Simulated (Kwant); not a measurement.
Device: wire with a row of barriers in a CdTe two-dimensional gas. Effective mass 0.096 mₑ, grid spacing 3.3 nm, hard walls, nominal width 100 nm (31 grid rows, so walls 105.6 nm apart), one parabolic valley, scattering region 330 nm long along x; energies count from the band bottom; Fermi energy swept from 0.00031336 to 0.0037211 eV. 4 barrier(s) across the wire, height 0.0059 eV, thickness 9.9 nm (about 3 grid columns), spaced by 19.8 nm.

Constants are typed, rounded textbook-type inputs, not results; the design itself was drawn at random and stands for no fabricated device.

Model: effective-mass tight-binding model on a square grid, one spin, coherent transport at 0 K (Kwant). Conductance is in e²/h.

```tsv
E (meV)	A	B	C
0.3134	0	0	0
0.5062	6.6e-7	0.046	9.7e-6
0.6991	3.1e-6	0.099	5.2e-5
0.9135	1.2e-5	0.15	0.00024
1.106	3.8e-5	0.20	0.00098
1.299	0.00012	0.24	0.0045
1.514	0.00051	0.31	0.034
1.706	0.0021	0.40	0.39
1.899	0.012	0.48	0.82
2.114	0.18	0.57	0.55
2.307	0.81	0.63	0.68
2.499	0.40	0.70	0.95
2.714	0.52	0.76	1.18
2.907	0.90	0.82	1.75
3.100	1.00	0.87	1.25
3.314	1.61	0.97	1.32
3.507	0.93	1.07	1.66
3.721	1.01	1.17	1.93
```

Column A is the base. The others each differ by one change: barrier height 0.0059 → 0.0041 eV; number of barriers 4 → 1. Which is which?

B: number of barriers 4 → 1; C: barrier height 0.0059 → 0.0041 eV.
